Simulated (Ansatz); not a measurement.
# Several settings converged on a (110) slab of FeAl (cut from a parent of space group no. 221; 10 atoms in the cell)

```
CELL_PARAMETERS angstrom
      2.91873     0.00000     0.00000
      0.00000     4.12771     0.00000
      0.00000     0.00000    22.25550
ATOMIC_POSITIONS crystal
  Al 0.50000 0.25000 0.31453
  Fe 0.00000 0.75000 0.31453
  Al 0.50000 0.75000 0.40727
  Fe 0.00000 0.25000 0.40727
  Al 0.50000 0.25000 0.50000
  Fe 0.00000 0.75000 0.50000
  Al 0.50000 0.75000 0.59273
  Fe 0.00000 0.25000 0.59273
  Al 0.50000 0.25000 0.68547
  Fe 0.00000 0.75000 0.68547
```

Base method: LDA (PW92), default PAW files made with PBE (plane waves; Ansatz, a first-principles code).

Base settings: basis.ecutwfc = 420 eV; kpoints.mp_grid.grid = 7 5 1; hamiltonian.xc = lda; hamiltonian.pseudopotentials = {kind: paw} (the program's default PAW files); scf.occupations.method = fermi_dirac; scf.occupations.width = 0.1 eV.

The count of work is k-points × plane waves × bands × iterations; it is no time. 

**The vacuum**

The mesh stays at the base's, so the ladder's end is converged at best in this setting alone.

Only quantities that move along the ladder and can be compared are tabulated.

```tsv
vacuum between outermost atoms (Å)	free energy less the last step's (meV/atom)	largest difference of a force vector from the last step's (eV/Å)	count of work / last
3.0	-146.94	1.307	0.29
4.0	-45.23	0.394	0.39
5.0	-10.13	0.085	0.42
6.0	-1.99	0.016	0.45
7.0	-0.37	0.003	0.44
8.0	-0.07	0.001	0.47
10.0	-0.01	0.000	0.53
12.0	0.00	0.000	0.53
14.0	-0.01	0.000	0.58
17.0	-0.01	0.000	0.66
20.0	0.00	0.000	0.66
25.0	-0.03	0.000	0.87
30.0	0.00	0.000	1.0
```

Smallest vacuum between outermost atoms (Å) that holds the free energy within 5 meV/atom of the last step, with all finer ones: 6.0; the step before is off by 10 meV/atom.

Smallest vacuum between outermost atoms (Å) that holds the forces within 0.02 eV/Å of the last step, with all finer ones: 6.0; the step before is off by 0.085 eV/Å.

**The plane-wave cutoff**

The mesh stays at the base's, so the ladder's end is converged at best in this setting alone.

Only quantities that move along the ladder and can be compared are tabulated.

```csv
basis.ecutwfc,free energy less the last step's (meV/atom),largest difference of a force vector from the last step's (eV/Å),count of work / last
210 eV,5682.78,1.358,0.21
250 eV,1570.25,0.320,0.24
295 eV,307.65,0.167,0.25
355 eV,19.65,0.010,0.34
420 eV,1.39,0.000,0.35
505 eV,0.67,0.000,0.47
630 eV,0.27,0.000,0.58
840 eV,0.00,0.000,1.0
```

Coarsest basis.ecutwfc that holds the free energy within 5 meV/atom of the last step, with all finer ones: 420 eV, at 0.35 of the last step's count of work; the step before is off by 20 meV/atom.

Coarsest basis.ecutwfc that holds the forces within 0.005 eV/Å of the last step, with all finer ones: 420 eV, at 0.35 of the last step's count of work; the step before is off by 0.010 eV/Å.

On the base run: the starting cell has typed, rounded lattice constants, without a prior relaxation at this level. The slab is cut from that crystal, and its faces are unrelaxed. Its lattice was rescaled by up to half a per cent. Spin polarisation is off. In the base run, forces exceed 1 eV/Å.

Left out of this page: 1 run of the series outside the window shown, repeating another row's setting, or not comparable.

Keys are those of Ansatz 0.2.
